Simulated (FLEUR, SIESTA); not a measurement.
A SIESTA input for a self-consistent single point of ScCd3 (P6_3/mmc, 8 atoms in the cell) (DFT, GGA PBEsol, numerical atomic orbitals DZP, PseudoDojo PBEsol standard norm-conserving potentials (rewritten from UPF to PSML)):

```
# files in the folder: Sc.psml Cd.psml (PseudoDojo PBEsol standard)
SystemName  ScCd3
SystemLabel siesta

NumberOfAtoms                8
NumberOfSpecies              2
%block ChemicalSpeciesLabel
  1 21 Sc
  2 48 Cd
%endblock ChemicalSpeciesLabel
LatticeConstant              1.0 Ang
%block LatticeVectors
     6.295076000    0.000000000    0.000000000
    -3.147538000    5.451696000    0.000000000
     0.000000000    0.000000000    4.802418000
%endblock LatticeVectors
AtomicCoordinatesFormat      Ang
%block AtomicCoordinatesAndAtomicSpecies
    -0.000003148    3.634465817    1.200604500  1
     3.147541148    1.817230183    3.601813500  1
     3.147538000    3.642823267    1.200604500  2
     0.000000000    1.808872733    3.601813500  2
    -1.581008337    4.547259634    3.601813500  2
     4.728546337    0.904436366    1.200604500  2
     1.566529663    0.904436366    1.200604500  2
     1.581008337    4.547259634    3.601813500  2
%endblock AtomicCoordinatesAndAtomicSpecies

XC.functional                GGA
XC.authors                   PBEsol
PAO.BasisSize                DZP
PAO.EnergyShift              0.01 Ry
MeshCutoff                   350 Ry
%block kgrid.MonkhorstPack
    4   0   0  0.0
    0   4   0  0.0
    0   0   5  0.0
%endblock kgrid.MonkhorstPack
OccupationFunction           FD
ElectronicTemperature        1578.21 K

MaxSCFIterations             150
SCF.Mixer.Method             Broyden
SCF.Mixer.Weight             0.2
SCF.Mixer.History            8
SCF.DM.Tolerance             1.0E-04
Diag.ParallelOverK           true
WriteForces                  true
```

**Question.** Translate this input to FLEUR.

**Answer.** One input that does it (others would too):

Input of the input generator:

```
ScCd3 FLAPW
&input film=f /
11.8959698631 -0.0000000672 0.0000000000
-5.9479848734 10.3022121377 0.0000000000
0.0000000000 0.0000000000 9.0752547560
1.0
1.0 1.0 1.0

8
21 0.3333333333 0.6666666667 0.2500000000
21 0.6666666667 0.3333333333 0.7500000000
48 0.8341000000 0.6682000000 0.2500000000
48 0.1659000000 0.3318000000 0.7500000000
48 0.1659000000 0.8341000000 0.7500000000
48 0.8341000000 0.1659000000 0.2500000000
48 0.3318000000 0.1659000000 0.2500000000
48 0.6682000000 0.8341000000 0.7500000000

&comp jspins=1 /
&exco xctyp='PBEs' /
&kpt div1=4 div2=4 div3=5 gamma=t /
&end /
```

```xml
<?xml version="1.0" encoding="UTF-8" standalone="no"?>
<fleurInput fleurInputVersion="0.39">
   <comment>
      ScCd3 FLAPW                                                                                         
   </comment>
   <calculationSetup>
      <cutoffs Kmax="3.8" Gmax="11.4" GmaxXC="11.4" numbands="0"/>
      <scfLoop itmax="100" minDistance="0.00001" maxIterBroyd="15" imix="Anderson" alpha="0.05" precondParam="0.0" spinf="2.0"/>
      <coreElectrons ctail="T" frcor="F" kcrel="0" coretail_lmax="0"/>
      <xcFunctional name="PBEs" relativisticCorrections="F"/>
      <magnetism jspins="1"/>
      <soc l_soc="F" theta="0.0" phi="0.0" spav="F"/>
      <expertModes spex="0" secvar="F"/>
      <geometryOptimization l_f="T" forcealpha="1.0" forcemix="BFGS" epsdisp="0.00001" epsforce="0.00001"/>
      <ldaU l_linMix="F" mixParam="0.05" spinf="1.0"/>
   </calculationSetup>
   <cell>
      <bzIntegration valenceElectrons="130.0" mode="hist" fermiSmearingEnergy="0.00499791">
         <kPointListSelection listName="default-1"/>
         <!-- k-points included here -->
         <xi:include xmlns:xi="http://www.w3.org/2001/XInclude" href="kpts.xml"> </xi:include>
      </bzIntegration>
      <!-- symmetry operations included here -->
      <xi:include xmlns:xi="http://www.w3.org/2001/XInclude" href="sym.xml"> </xi:include>
      <bulkLattice scale="1.0">
         <bravaisMatrix>
            <row-1>   11.8959698630999995    -0.0000000672000000     0.0000000000000000</row-1>
            <row-2>   -5.9479848734000003    10.3022121376999998     0.0000000000000000</row-2>
            <row-3>    0.0000000000000000     0.0000000000000000     9.0752547559999996</row-3>
         </bravaisMatrix>
      </bulkLattice>
   </cell>
   <atomSpecies>
      <species name="Scandium (Sc)" element="Sc" atomicNumber="21">
         <mtSphere radius="2.62" gridPoints="923" logIncrement="0.013"/>
         <atomicCutoffs lmax="10" lnonsphr="8"/>
         <electronConfig flipSpins="F">
            <coreConfig>(1s1/2) (2s1/2) (2p1/2) (2p3/2)</coreConfig>
            <valenceConfig>(3s1/2) (3p1/2) (3p3/2) (4s1/2) (3d3/2) (3d5/2)</valenceConfig>
            <stateOccupation state="(3d3/2)" spinUp="0.2" spinDown="0.2"/>
            <stateOccupation state="(3d5/2)" spinUp="0.3" spinDown="0.3"/>
         </electronConfig>
         <energyParameters s="4" p="4" d="3" f="4"/>
         <lo type="SCLO" l="0" n="3" eDeriv="0"/>
         <lo type="SCLO" l="1" n="3" eDeriv="0"/>
      </species>
      <species name="Cadmium (Cd)" element="Cd" atomicNumber="48">
         <mtSphere radius="2.60" gridPoints="915" logIncrement="0.014"/>
         <atomicCutoffs lmax="10" lnonsphr="8"/>
         <electronConfig flipSpins="F">
            <coreConfig>(1s1/2) (2s1/2) (2p1/2) (2p3/2) (3s1/2) (3p1/2) (3p3/2) (4s1/2) (3d3/2) (3d5/2)</coreConfig>
            <valenceConfig>(4p1/2) (4p3/2) (5s1/2) (4d3/2) (4d5/2)</valenceConfig>
         </electronConfig>
         <energyParameters s="5" p="5" d="4" f="4"/>
         <lo type="SCLO" l="1" n="4" eDeriv="0"/>
      </species>
   </atomSpecies>
   <atomGroups>
      <atomGroup species="Scandium (Sc)">
         <relPos label="                   1">1.000/3.000 -1.000/3.000 1.000/4.000</relPos>
         <relPos label="                   2">-1.000/3.000 1.000/3.000 -1.000/4.000</relPos>
         <force calculate="T" relaxXYZ="TTT"/>
      </atomGroup>
      <atomGroup species="Cadmium (Cd)">
         <relPos label="                   3">-.1659000000 -.3318000000 1.000/4.000</relPos>
         <relPos label="                   4">.1659000000 .3318000000 -1.000/4.000</relPos>
         <relPos label="                   5">.1659000000 -.1659000000 -1.000/4.000</relPos>
         <relPos label="                   6">-.1659000000 .1659000000 1.000/4.000</relPos>
         <relPos label="                   7">.3318000000 .1659000000 1.000/4.000</relPos>
         <relPos label="                   8">-.3318000000 -.1659000000 -1.000/4.000</relPos>
         <force calculate="T" relaxXYZ="TTT"/>
      </atomGroup>
   </atomGroups>
   <output dos="F" band="F" slice="F">
      <checks vchk="F" cdinf="F"/>
      <bandDOS minEnergy="-.5*Htr" maxEnergy="0.5*Htr" sigma="0.015" storeEVData="T"/>
      <vacuumDOS vacdos="F" integ="F" star="F" nstars="0" locx1="0.0" locy1="0.0" locx2="0.0" locy2="0.0" nstm="0" tworkf="0.0"/>
      <unfoldingBand unfoldBand="F" supercellX="1" supercellY="1" supercellZ="1"/>
      <plotting iplot="0" polar="F">
         <plot TwoD="T" vec1="  1.0  0.0  0.0" vec2="  0.0  1.0  0.0" vec3="  0.0  0.0  1.0" zero="  0.0  0.0  0.0" file="plot"/>
      </plotting>
      <chargeDensitySlicing numkpt="0" minEigenval="0.0" maxEigenval="0.0" nnne="0" pallst="F"/>
      <specialOutput eonly="F"/>
      <magneticCircularDichroism mcd="F" energyLo="-10.0" energyUp="0.0"/>
   </output>
  <!-- We include the file relax.xml here to enable relaxations (see documentation) -->
  <xi:include xmlns:xi="http://www.w3.org/2001/XInclude" href="relax.xml"> <xi:fallback/> </xi:include>
</fleurInput>
```

Basis, cutoffs, solver keys and any potentials are the target program's own. This input uses DFT, PBEsol, all-electron FLAPW (FLEUR), scalar-relativistic valence.

The starting cell comes from a database of computed structures (which also holds hypothetical and non-ambient phases and stackings), without a prior relaxation at this level. Its lattice was rescaled by a random factor within 2.5 % of one.
